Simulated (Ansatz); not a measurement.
Worked example: self-consistent single point of YAu (P1, 4 atoms in the cell) in Ansatz (an electronic-structure program).

Level of theory: PBEsol, PAW files made with PBE (plane waves; Ansatz).

The change in words: atoms moved at random. Reference geometry:
```yaml
crystal:
  lattice:
    - [1.87299, -5.47202, 0.00000]
    - [1.87299, 5.47202, 0.00000]
    - [0.00000, 0.00000, 4.64123]
  atoms:
    - { symbol: Y, position: [0.86155, 0.13845, 0.75000] }
    - { symbol: Y, position: [0.13845, 0.86155, 0.25000] }
    - { symbol: Au, position: [0.58712, 0.41288, 0.75000] }
    - { symbol: Au, position: [0.41288, 0.58712, 0.25000] }
```

Reference input (self-consistent single point, DFT, PBEsol, plane waves, PAW files made with PBE): kpoints.mp_grid.grid = 6 6 5; hamiltonian.xc = pbesol; hamiltonian.pseudopotentials = {kind: paw} (the program's default PAW files); scf.occupations.method = fermi_dirac; scf.occupations.width = 0.0073 Ry. This run's input differs from it in these lines:

Ansatz 0.2 input:
```diff
@@ -7,6 +7,6 @@
   atoms:
-    - { symbol: Y, position: [0.861550, 0.138450, 0.750000] }
-    - { symbol: Y, position: [0.138450, 0.861550, 0.250000] }
-    - { symbol: Au, position: [0.587120, 0.412880, 0.750000] }
-    - { symbol: Au, position: [0.412880, 0.587120, 0.250000] }
+    - { symbol: Y, position: [0.857349, 0.141212, 0.745778] }
+    - { symbol: Y, position: [0.141563, 0.863468, 0.260774] }
+    - { symbol: Au, position: [0.585962, 0.410406, 0.760944] }
+    - { symbol: Au, position: [0.415126, 0.584913, 0.232504] }
 kpoints:
```

Output, abridged:

```
SCF iter   1: F=—  HF=-33628.923136 eV  |F-HF|=—  |Δ(HF+E_count)|=         —  Δρ=2.73e-1  dr2=1.47e2  ethr=3.10e-3  ⟨swp⟩=5.0  Hψ=10654  notcnv=0
all-band conjugate gradients solve this SCF's bands
preconditioner: auto → Kerker (q_TF=auto, 2.527 Å⁻¹)
SCF iter   2: F=—  HF=-33616.919421 eV  |F-HF|=—  |Δ(HF+E_count)|=    1.20e1  Δρ=1.28e-1  dr2=3.57e1  ethr=3.10e-3  ⟨swp⟩=3.0  Hψ=7497  notcnv=0
   [... lines left out ...]
SCF iter   7: F=—  HF=-33611.489656 eV  |F-HF|=—  |Δ(HF+E_count)|=   1.37e-4  Δρ=1.26e-4  dr2=2.14e-5  ethr=9.14e-7  ⟨swp⟩=2.0  Hψ=4710  notcnv=0
SCF iter   8: F=—  HF=-33611.489650 eV  |F-HF|=—  |Δ(HF+E_count)|=   5.64e-6  Δρ=2.96e-5  dr2=2.27e-6  ethr=3.57e-8  ⟨swp⟩=2.0  Hψ=5248  notcnv=0
SCF iter   9: F=—  HF=-33611.489650 eV  |F-HF|=—  |Δ(HF+E_count)|=   3.50e-7  Δρ=9.39e-6  dr2=2.36e-7  ethr=3.78e-9  ⟨swp⟩=2.8  Hψ=4541  notcnv=0
SCF iter  10: F=-33611.489650 eV  HF=-33611.489650 eV  |F-HF|=5.17e-9  |Δ(HF+E_count)|=   4.95e-8  Δρ=2.62e-6  dr2=9.10e-9  ethr=1.67e-10  ⟨swp⟩=6.6  Hψ=13689  notcnv=0
SCF 1 converged in 10 iterations: F = -33611.489650 eV  dr2 = 9.10e-9
Free energy (F): -33611.489650 eV
Internal energy: -33611.392685 eV  (E = F + TS)
E sigma→0 (E₀):  -33611.441167 eV
Entropy (-TS):   -0.096965 eV (-24.241 meV/atom)
Fermi energy:    14.049401 eV
--- Forces (eV/Å), atoms counted from 1 ---
  atom   1  Y      0.00403469    -0.24302030    -0.05843695
  atom   2  Y     -0.04844969     0.04449825    -0.12667823
  atom   3  Au     0.03681838     0.11552133    -0.25745729
  atom   4  Au     0.00759527     0.08298140     0.44256376
--- Stress (GPa, compression-positive) ---
       -2.477692       0.043709      -0.001552
        0.043709      -2.290675       0.303959
       -0.001552       0.303959      -2.880443
  P = ⅓ Tr σ = -2.5496 GPa (-25.496 kbar)
  The stress holds the Pulay correction. Without it, at fixed plane waves, as pw.x and ABINIT print it: P = -2.5690 GPa
```

The run converged in 10 iterations. Against the reference run the free energy goes up by 8.2 meV/atom, the pressure hardly changes (-2.63 to -2.55 GPa) and the largest force goes from 0.073 to 0.450 eV/Å.

The starting cell comes from a database of computed structures (which also holds hypothetical and non-ambient phases and stackings), without a prior relaxation at this level. For this run, on top of that: atoms moved at random. Ansatz's pressure includes its estimate of the finite-basis (Pulay) stress.

Cost on one core of a shared machine: roughly 30 s.
